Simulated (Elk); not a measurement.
Input and output of a self-consistent single point for InO (P6_3mc, 4 atoms in the cell) (Elk)

Computed with LDA (PW92), all-electron FP-LAPW, Elk's shipped species files, APW+lo basis with extra local orbitals in Elk 10.2.4.

This input was run:

```
tasks
  0

tforce
  .true.

rgkmax
  7.5

gmaxvr
  18.0

lmaxapw
  10

lmaxo
  8

nxlo
  2

lorbcnd
  .true.

lradstp
  2

nrmtscf
  2.0

rmtscf
  0.91

lmaxi
  4

swidth
  0.00367493

maxscl
  100

scale
  6.972768675

avec
    1.0000000000   -0.0000000176    0.0000000000
   -0.4999999848    0.8660254126    0.0000000000
    0.0000000000    0.0000000000    1.6494173278

atoms
  2
  'In.in'
  2
  0.3333333333  0.6666666667  0.0007500000    0.0 0.0 0.0
  0.6666666667  0.3333333333  0.5007500000    0.0 0.0 0.0
  'O.in'
  2
  0.3333333333  0.6666666667  0.3742600000    0.0 0.0 0.0
  0.6666666667  0.3333333333  0.8742600000    0.0 0.0 0.0

ngridk
  10 10 6
```

Output, abridged:

```
│ Elk code version 10.2.4 │

All units are atomic (Hartree, Bohr, etc.)

│ Ground-state run starting from atomic densities │

Lattice vectors :
   6.972768675     -0.1227207287E-06   0.000000000
  -3.486384232       6.038594869       0.000000000
   0.000000000       0.000000000       11.50100548

Unit cell volume      :    484.2581705
Brillouin zone volume :   0.5122272138

Muffin-tin inner radius fraction :   0.1000000000E-01

Nuclei treated as point charges

Species :    1 (In)
 parameters loaded from : In.in
 name : indium
 nuclear charge    :   -49.00000000
 electronic charge :    49.00000000
 atomic mass :    209300.4100
 muffin-tin radius :    2.366000000
 number of radial points in muffin-tin :   1199
 atomic positions (lattice), magnetic fields (Cartesian) :
   1 :   0.00000000  0.00000000  0.00000000    0.00000000  0.00000000  0.00000000
   2 :   0.33333333  0.66666667  0.50000000    0.00000000  0.00000000  0.00000000

Species :    2 (O)
 parameters loaded from : O.in
 name : oxygen
 nuclear charge    :   -8.000000000
 electronic charge :    8.000000000
 atomic mass :    29165.12202
 muffin-tin radius :    1.638000000
 number of radial points in muffin-tin :    599
 atomic positions (lattice), magnetic fields (Cartesian) :
   1 :   0.00000000  0.00000000  0.37351000    0.00000000  0.00000000  0.00000000
   2 :   0.33333333  0.66666667  0.87351000    0.00000000  0.00000000  0.00000000

Total number of atoms per unit cell :    4

Spin treatment :
 spin-unpolarised

Number of Bravais lattice symmetries :   24
Number of crystal symmetries         :   12
Crystal has no inversion symmetry
Complex Hermitian eigensolver will be used

k-point grid :     10    10     6
k-point offset :    0.000000000       0.000000000       0.000000000
k-point set is reduced with full crystal symmetry group
Total number of k-points :       84

Muffin-tin radius times maximum |G+k| :    7.500000000
 using average radius
   [... lines left out ...]
 potential will be trimmed for |G| > 2 gkmax
Constant for pseudocharge density :   11
Radial integration step length :    2

G-vector grid sizes :     40    40    70
Number of G-vectors :    47657

Maximum angular momentum used for
 APW functions                      :   10
 outer part of muffin-tin           :    8
 inner part of muffin-tin           :    4

Total nuclear charge    :   -114.0000000
Total core charge       :    64.00000000
Total valence charge    :    50.00000000
Total excess charge     :    0.000000000
Total electronic charge :    114.0000000

Effective Wigner radius, rₛ :    1.004680174

Number of empty states         :   16
Total number of valence states :   41
Total number of core states    :   64

Conduction state local-orbitals added automatically
Total number of local-orbitals :  424

Exchange-correlation functional :      3     0     0
 Perdew-Wang/Ceperley-Alder, Phys. Rev. B 45, 13244 (1992)
 gradient requirement :    0
 local density approximation (LDA)

Smearing type :    3
 Fermi-Dirac
Smearing width :   0.3674930000E-02
Effective electronic temperature (K) :    1160.451112

Mixing type :    3
 Broyden mixing, J. Phys. A: Math. Gen. 17, L317 (1984)

Kohn-Sham potential initialised from atomic data
│ Self-consistent loop started │
│ Loop number : 1 │
 total energy                :     -11911.0385915
│ Loop number : 2 │
 total energy                :     -11911.1217808
RMS change in Kohn-Sham potential (target) :   0.2415358095     (  0.1000000000E-05)
Absolute change in total energy (target)   :   0.8318931814E-01 (  0.1000000000E-03)
│ Loop number : 3 │
 total energy                :     -11910.8479825
RMS change in Kohn-Sham potential (target) :   0.1460858361     (  0.1000000000E-05)
Absolute change in total energy (target)   :   0.2530010340     (  0.1000000000E-03)
│ Loop number : 4 │
 total energy                :     -11909.6397949
RMS change in Kohn-Sham potential (target) :   0.7989309770E-01 (  0.1000000000E-05)
Absolute change in total energy (target)   :    1.271437784     (  0.1000000000E-03)
│ Loop number : 5 │
 total energy                :     -11907.8592782
RMS change in Kohn-Sham potential (target) :   0.3418551142E-01 (  0.1000000000E-05)
Absolute change in total energy (target)   :    2.098376181     (  0.1000000000E-03)
   [... lines left out ...]
Absolute change in total energy (target)   :   0.4476509628E-02 (  0.1000000000E-03)
│ Loop number : 13 │
 total energy                :     -11905.8027882
RMS change in Kohn-Sham potential (target) :   0.1637894892E-05 (  0.1000000000E-05)
Absolute change in total energy (target)   :   0.1628437487E-02 (  0.1000000000E-03)
│ Loop number : 14 │
 total energy                :     -11905.8028614
RMS change in Kohn-Sham potential (target) :   0.6135251116E-06 (  0.1000000000E-05)
Absolute change in total energy (target)   :   0.4803700613E-03 (  0.1000000000E-03)
│ Loop number : 15 │
 total energy                :     -11905.8028610
RMS change in Kohn-Sham potential (target) :   0.6840305800E-07 (  0.1000000000E-05)
Absolute change in total energy (target)   :   0.1196362355E-03 (  0.1000000000E-03)
│ Loop number : 16 │
 total energy                :     -11905.8028558
RMS change in Kohn-Sham potential (target) :   0.2676225590E-07 (  0.1000000000E-05)
Absolute change in total energy (target)   :   0.2474891699E-04 (  0.1000000000E-03)
Convergence targets achieved

│ Loop number : 17 │

Energies :
 Fermi                       :     0.212961701013
 sum of eigenvalues          :     -7154.16955263
 electron kinetic            :      12496.1385625
 core electron kinetic       :      12039.0032830
 Coulomb                     :     -24076.2843405
 Coulomb potential           :     -19218.5975576
 nuclear-nuclear             :     -1049.22316883
 electron-nuclear            :     -26835.5247859
 Hartree                     :      3808.46361417
 Madelung                    :     -14466.9855618
 xc potential                :     -431.710557618
 exchange                    :     -315.160952121
 correlation                 :     -10.4942955445
 electron entropic           :    -0.182685681618E-02
 total energy                :     -11905.8028525

Density of states at Fermi energy :    42.87073605
 (states/Hartree/unit cell)

Estimated indirect band gap :   0.4101409685E-02
 from k-point     82 to k-point     36
Estimated direct band gap   :   0.3510053337E-01
 at k-point     34

Charges :
 core                        :    64.00000000
 valence                     :    50.00000000
 interstitial                :    6.191388882
 muffin-tins (core leakage)
  species :    1 (In)
   atom    1                 :    46.76790261     (  0.4917224129E-03)
   atom    2                 :    46.76790261     (  0.4917224129E-03)
  species :    2 (O)
   atom    1                 :    7.136402951     (  0.7710909622E-07)
   atom    2                 :    7.136402951     (  0.7710909622E-07)
 total in muffin-tins        :    107.8086111
 total calculated charge     :    113.9989576
 total charge                :    114.0000000
 error                       :   0.1042353935E-02

│ Self-consistent loop stopped │

Forces :
 species :    1 (In)
  atom :    1
   Hellmann-Feynman          :     0.00000000    0.00000000    0.01755264
   IBS                       :    -0.00000000    0.00000000   -0.01826993
   total force               :     0.00000000    0.00000000   -0.00071729
   total magnitude           :     0.00071729
  atom :    2
   Hellmann-Feynman          :    -0.00000000    0.00000000    0.01755264
   IBS                       :     0.00000000   -0.00000000   -0.01826993
   total force               :    -0.00000000   -0.00000000   -0.00071729
   total magnitude           :     0.00071729
 species :    2 (O)
  atom :    1
   Hellmann-Feynman          :     0.00000000   -0.00000000    0.00044626
   IBS                       :     0.00000000    0.00000000    0.00027103
   total force               :     0.00000000   -0.00000000    0.00071729
   total magnitude           :     0.00071729
  atom :    2
   Hellmann-Feynman          :     0.00000000    0.00000000    0.00044626
   IBS                       :    -0.00000000   -0.00000000    0.00027103
   total force               :    -0.00000000    0.00000000    0.00071729
   total magnitude           :     0.00071729
```

The run converged in 17 iterations. The count includes the last loop, which Elk runs after its targets are met.

The starting cell comes from a database of computed structures (which also holds hypothetical and non-ambient phases and stackings), without a prior relaxation at this level. Values depend on the basis (sphere radii, cutoffs, local orbitals), which need not be converged. The run gives no clean gap (levels at the Fermi energy touch, overlap or are partly filled at this smearing), which alone does not show that the compound is a metal. The log's line on a gap gives a spacing of levels on this mesh, which the program prints for metals too.

Cost on one core of a shared machine: roughly 9 min.
